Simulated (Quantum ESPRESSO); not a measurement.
## Convergence series on NaI (Fm-3m, 2 atoms in the cell)

```yaml
crystal:
  lattice:
    - [0.00000, 3.23636, 3.23636]
    - [3.23636, 0.00000, 3.23636]
    - [3.23636, 3.23636, 0.00000]
  atoms:
    - { symbol: Na, position: [0.00000, 0.00000, 0.00000] }
    - { symbol: I, position: [0.50000, 0.50000, 0.50000] }
```

Computed with PBE, SSSP 1.1.2 efficiency (PBE) pseudopotentials (plane waves; Quantum ESPRESSO).

The starting cell comes from a database of computed structures (which also holds hypothetical and non-ambient phases and stackings), without a prior relaxation at this level. Its lattice was rescaled by a random factor within 2.5 % of one. Spin-orbit coupling is off.

Held fixed: ecutwfc = 40 Ry; occupations = smearing; smearing = gauss; degauss = 0.00147 Ry; potentials = {Na: na_pbe_v1.5.uspp.F.UPF, I: I.pbe-n-kjpaw_psl.0.2.UPF}; K_POINTS = automatic 6 6 6 0 0 0; conv_thr = 1e-10 Ry; mixing_beta = 0.7.

ΔF is the free energy per atom less that of the last row (640 Ry).

```csv
ecutrho,ΔF (meV/atom),pressure (GPa),gap on the mesh (eV),iterations
80 Ry,-21.0,0.18,3.649,8
120 Ry,1.72,0.39,3.642,8
160 Ry,0.38,0.47,3.640,8
200 Ry,-0.12,0.47,3.640,8
240 Ry,0.06,0.45,3.639,8
320 Ry,0.00,0.46,3.639,8
400 Ry,-0.01,0.46,3.639,8
480 Ry,-0.01,0.46,3.639,7
640 Ry,0.00,0.46,3.639,8
```

Pressure within 0.05 GPa of the last row: from ecutrho = 160 Ry on; the one before it is off by 0.068 GPa. The value it settles on is 0.46 GPa at this level of theory and with the other settings as held.

Gap on the mesh within 0.02 eV of the last row: from ecutrho = 80 Ry on, the coarsest one. The value it settles on is 3.639 eV at this level of theory and with the other settings as held.

The gap is read on the k-point mesh of the run and can differ from the gap over the whole zone at this level.
